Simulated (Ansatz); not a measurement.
Worked example: relaxation of the atoms of CdPt (P4mm, 2 atoms in the cell) in Ansatz (an electronic-structure program).

Method: LDA (PW92), default PAW files made with PBE (plane waves; Ansatz).

The change in words: one atom moved by 0.15 angstrom; relax: default → atoms; relax.f_tol: default → 0.05 eV/Å. Reference geometry:
```yaml
crystal:
  lattice:
    - [2.97650, 0.00000, 0.00000]
    - [0.00000, 2.97650, 0.00000]
    - [0.00000, 0.00000, 3.83451]
  atoms:
    - { symbol: Cd, position: [0.00000, 0.00000, 0.00000] }
    - { symbol: Pt, position: [0.50000, 0.50000, 0.50000] }
```

Reference input (self-consistent single point, DFT, LDA (PW92), plane waves, default PAW files made with PBE): basis.ecutwfc = 420 eV; kpoints.mp_grid.grid = 11 11 9; hamiltonian.xc = lda; hamiltonian.pseudopotentials = {kind: paw} (the program's default PAW files); scf.occupations.method = fermi_dirac; scf.occupations.width = 0.1 eV. This run's input differs from it in these lines:

```diff
@@ -6,3 +6,3 @@
   atoms:
-    - { symbol: Cd, position: [0.00000000, 0.00000000, 0.00000000] }
+    - { symbol: Cd, position: [0.00000000, 0.00000000, 0.03911800] }
     - { symbol: Pt, position: [0.50000000, 0.50000000, 0.50000000] }
@@ -21,2 +21,4 @@
     width: 0.1
+relax:
+  f_tol: 0.05
 output:
```

The program printed (abridged):

```
   [... SCF lines of the steps left out ...]
relax step   1: F+E_penalty+E_count = -20363.45850287 eV  Δ(F+E_penalty+E_count) = +0.000e0 eV  max|allowed force component| = 1.019e0 eV/Å  Δτ_max = 0.0000 Å  (6 SCF iters, dr2 threshold 6.25e-5 eV, accepted)
relax step   2: F+E_penalty+E_count = -20363.51119301 eV  Δ(F+E_penalty+E_count) = -5.269e-2 eV  max|allowed force component| = 5.579e-1 eV/Å  Δτ_max = 0.1165 Å  (6 SCF iters, dr2 threshold 6.49e-5 eV, accepted)
relax step   3: F+E_penalty+E_count = -20363.53430426 eV  Δ(F+E_penalty+E_count) = -2.311e-2 eV  max|allowed force component| = 4.163e-3 eV/Å  Δτ_max = 0.0412 Å  (6 SCF iters, dr2 threshold 1.95e-5 eV, accepted)
relax step   4: F+E_penalty+E_count = -20363.53430460 eV  Δ(F+E_penalty+E_count) = -3.341e-7 eV  max|allowed force component| = 4.070e-3 eV/Å  Δτ_max = 0.0000 Å  (2 SCF iters, accepted)
the relaxation is at rest under the 8 symmetry operations that the run kept from its start: a minimum is not shown …
Stability not checked: this state was not tested for a lower state beside it, because too few of the mixer's solves of this state at the end of the SCF gave a …
Free energy (F): -20363.534305 eV
Internal energy: -20363.514583 eV  (E = F + TS)
E sigma→0 (E₀):  -20363.524444 eV
Entropy (-TS):   -0.019722 eV (-9.861 meV/atom)
Fermi energy:    18.996461 eV
--- Forces (eV/Å), atoms counted from 1 ---
  atom   1  Cd     0.00000000     0.00000000     0.00413562
   [... lines left out ...]
  The stress holds the Pulay correction. Without it, at fixed plane waves, as pw.x and ABINIT print it: P = -8.0052 GPa
--- Relaxed structure (4 steps of the walk, 4 accepted, 0 SCFs on fresh bases) ---
  F+E_penalty+E_count = -20363.53430460 eV   max|allowed force component| = 4.070e-3 eV/Å
  atoms:
    - { symbol: Cd, position: [-2.5881771963178762e-34, 0.0, 0.019481375428114896] }
    - { symbol: Pt, position: [0.5, 0.5, 0.5196366245718851] }
```

The run converged.  The full log also holds: “iter 5 did not close the SCF: its close was put off for the readings that it lacked (scf_convergence_deferred on its scf_iter line)”.

Summary of the result:
```
Item                                                      Value
-----------------------------------------------  --------------
Free energy E − TS (on the zero of these files)  -20363.5343 eV
Fermi level (on the code's own zero)                   19.00 eV
Pressure                                              -7.97 GPa
Largest force (vector length)                        0.004 eV/Å
Relaxation steps                                              4
```

The starting cell comes from a database of computed structures (which also holds hypothetical and non-ambient phases and stackings), without a prior relaxation at this level. Its lattice was rescaled by up to half a per cent. For this run, on top of that: one atom moved by 0.15 angstrom. Spin polarisation is off. The relaxation keeps the symmetry of its start, so its end need not be a minimum. Ansatz's pressure includes its estimate of the finite-basis (Pulay) stress.

Keys are those of Ansatz 0.2.
